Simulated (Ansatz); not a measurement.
Inside the gap of an insulator the Bloch states are evanescent, with a wavenumber k + iκ along the transport direction.

Consider the following.

```xyz
16
Lattice="3.0156 0.0000 0.0000 -1.5078 2.6116 0.0000 0.0000 0.0000 20.1256" Properties=species:S:1:pos:R:3 pbc="T T T"
Si     0.0000     1.7411    17.6140
Si     1.5078     0.8705     7.5511
Si     0.0000     1.7411    12.5783
Si     1.5078     0.8705     2.5155
Si     0.0000     0.0000     0.0018
Si     0.0000     0.0000    10.0646
Si     1.5078     0.8705    15.0962
Si     0.0000     1.7411     5.0334
C      0.0000     1.7411     6.9258
C      1.5078     0.8705    16.9886
C      1.5078     0.8705     4.4019
C      0.0000     1.7411    14.4647
C      0.0000     0.0000    11.9516
C      0.0000     0.0000     1.8888
C      0.0000     1.7411    19.5003
C      1.5078     0.8705     9.4375
```

Space group of this cell: P6_3mc. The cell is strained (lengths across the current scaled by 0.98, ions clamped); by r2SCAN its mean pressure is 10.6 GPa.

Transport runs along the normal of the first two printed cell vectors, the (001) (indices of the unstrained crystal) plane of the conventional cell.

The gap is the functional's own. No spin-orbit coupling. Mid-gap values are interpolated on the energy grid.

Question: State the band gap and the smallest decay constant κ at mid-gap according to r2SCAN in Ansatz (a program for electronic structure).

Answer: Gap 2.06 eV on a 12×12×2 mesh; κ = 0.221 1/Å, at the zone centre.
